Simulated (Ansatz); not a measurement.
The parent structure is ZnS in the zinc blende structure (space group F-43m, No. 216; a = 5.3567 Å).

The other end (x = 1) is GeS in the zinc blende structure (space group F-43m, No. 216; a hypothetical phase, not in the database extracts checked): 26.84 Å³/atom, gap zero; this end may not be an ambient phase.

The values are results of plane-wave PAW DFT at the PBEsol level (Ansatz, a quantum-chemistry and plane-wave program, 420 eV), scalar-relativistic without spin-orbit coupling, not measurements.

Ge replaces a fraction x of Zn; each row is one arrangement (x, atoms in the cell, starting space group or random), fully relaxed.

One change was made to it. Results:

```csv
quantity,base,after
band gap,2.09 eV,1.15 eV
mixing energy (to 0.01 eV only: unlike meshes or grids) (against an end that may be hypothetical),–,-0.16 eV/atom
deviation of the volume from the linear (Vegard-type) interpolation,–,-10.0 %
```

Task: Name the change that was made.
A) x(Ge) = 0.667, 6 atoms, Imm2
B) x(Ge) = 0.667, 6 atoms, I-4m2
C) x(Ge) = 0.333, 6 atoms, I-4m2

Result: A, x(Ge) = 0.667, 6 atoms, Imm2. For comparison, the band gap in the other runs: x(Ge) = 0.667, 6 atoms, I-4m2 gives zero; x(Ge) = 0.333, 6 atoms, I-4m2 gives 0.88 eV.

These are small ordered cells, not random alloys; other orderings at the same x differ. No phonon test of stability was made. The final runs are not spin-polarised. Under x(Ge) = 0.667, 6 atoms, Imm2 and x(Ge) = 0.667, 6 atoms, I-4m2 the cell changed shape so far that it is another structure. A zero or small gap of GeS and ZnGe2S3 can be the functional's error rather than a property of the material.
